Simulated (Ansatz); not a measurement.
# alpha quartz (0 0 1) on corundum (0 0 1) (film strained to the substrate, started from cuts of the bulks and a machine-learned relaxation; slabs Al12O18 and Si6O10, which can lie off the formulas)

A periodic stack without vacuum, alpha quartz (0 0 1) on corundum (0 0 1) (film strained to the substrate, started from cuts of the bulks and a machine-learned relaxation; slabs Al12O18 and Si6O10, which can lie off the formulas): substrate slab Al12O18, film Si6O10, surface cells [[1, 0], [0, 1]] and [[1, 0], [0, 1]], film strained by -4.2 and -4.2 %, outermost planes Al/Al and Si/Si as cut, which need not be the usual terminations and can put a slab off its formula.

The start was prepared with a machine-learned potential, and the result is one local minimum, with the in-plane cell held and forces under 0.04 eV/Å; the film can end far from its bulk form.

Method: PBE (plane waves to 420 eV, PAW; Ansatz, an electronic-structure program). No spin–orbit coupling; the runs are not spin-polarised; PBE gaps are too small against experiment. Its k-point mesh 6×6×1, Fermi–Dirac width 0.05 eV.

| Quantity | Value |
|---|---|
| interface area | 20.0 Å² |
| period | 24.59 Å |
| heights between the nearest atoms of the two slabs at the two interfaces | 2.32 and 1.56 Å |
| Al–Si contacts across the interfaces within 1.22 times the sum of covalent radii | 2, mean 2.44 Å |
| O–Si contacts across the interfaces within 1.22 times the sum of covalent radii | 1, mean 1.85 Å |

```yaml
crystal:
  lattice:
    - [4.80414, 0.00543, -0.21048]
    - [-2.39736, 4.15623, 0.32014]
    - [-0.75997, 2.06243, 24.78455]
  atoms:
    - { symbol: Al, position: [0.05660, 0.14937, 0.10387] }
    - { symbol: Al, position: [0.76880, 0.55816, 0.03396] }
    - { symbol: Al, position: [0.40274, 0.84515, 0.09132] }
    - { symbol: Al, position: [0.73077, 0.42709, 0.17793] }
    - { symbol: O, position: [0.75082, 0.19138, 0.05646] }
    - { symbol: O, position: [0.37424, 0.53954, 0.04547] }
    - { symbol: O, position: [0.70098, 0.78565, 0.14169] }
    - { symbol: O, position: [0.39577, 0.10563, 0.14253] }
    - { symbol: O, position: [0.09433, 0.48155, 0.14221] }
    - { symbol: O, position: [0.08607, 0.89584, 0.05660] }
    - { symbol: Al, position: [0.72746, 0.33825, 0.28725] }
    - { symbol: Al, position: [0.39572, 0.74188, 0.19830] }
    - { symbol: Al, position: [0.06208, 0.02213, 0.26641] }
    - { symbol: Al, position: [0.39324, 0.61644, 0.35567] }
    - { symbol: O, position: [0.42418, 0.38412, 0.23201] }
    - { symbol: O, position: [0.03469, 0.68947, 0.23128] }
    - { symbol: O, position: [0.36584, 0.97613, 0.32022] }
    - { symbol: O, position: [0.06182, 0.28512, 0.32039] }
    - { symbol: O, position: [0.75436, 0.67329, 0.32049] }
    - { symbol: O, position: [0.72962, 0.07708, 0.23123] }
    - { symbol: Al, position: [0.39328, 0.53037, 0.46222] }
    - { symbol: Al, position: [0.05977, 0.93369, 0.37538] }
    - { symbol: Al, position: [0.72634, 0.20532, 0.45129] }
    - { symbol: Al, position: [0.05785, 0.82120, 0.51254] }
    - { symbol: O, position: [0.08403, 0.57252, 0.40992] }
    - { symbol: O, position: [0.70047, 0.88338, 0.40980] }
    - { symbol: O, position: [0.04997, 0.18015, 0.49743] }
    - { symbol: O, position: [0.71312, 0.47757, 0.49729] }
    - { symbol: O, position: [0.41699, 0.83977, 0.50059] }
    - { symbol: O, position: [0.39488, 0.26234, 0.40972] }
    - { symbol: Si, position: [0.82215, 0.74807, 0.60695] }
    - { symbol: Si, position: [0.26615, 0.73597, 0.75174] }
    - { symbol: Si, position: [0.20998, 0.26941, 0.67673] }
    - { symbol: O, position: [0.32373, 0.09579, 0.72787] }
    - { symbol: O, position: [0.48034, 0.43585, 0.62856] }
    - { symbol: O, position: [0.14228, 0.53114, 0.69924] }
    - { symbol: O, position: [0.88156, 0.00879, 0.64899] }
    - { symbol: Si, position: [0.72887, 0.60143, 0.82692] }
    - { symbol: Si, position: [0.41052, 0.59438, 0.97052] }
    - { symbol: Si, position: [0.19595, 0.06754, 0.90422] }
    - { symbol: O, position: [0.00502, 0.56046, 0.80068] }
    - { symbol: O, position: [0.32533, 0.88456, 0.95031] }
    - { symbol: O, position: [0.45282, 0.24954, 0.85342] }
    - { symbol: O, position: [0.59970, 0.76370, 0.77555] }
    - { symbol: O, position: [0.13711, 0.31182, 0.93417] }
    - { symbol: O, position: [0.86302, 0.83340, 0.87430] }
```
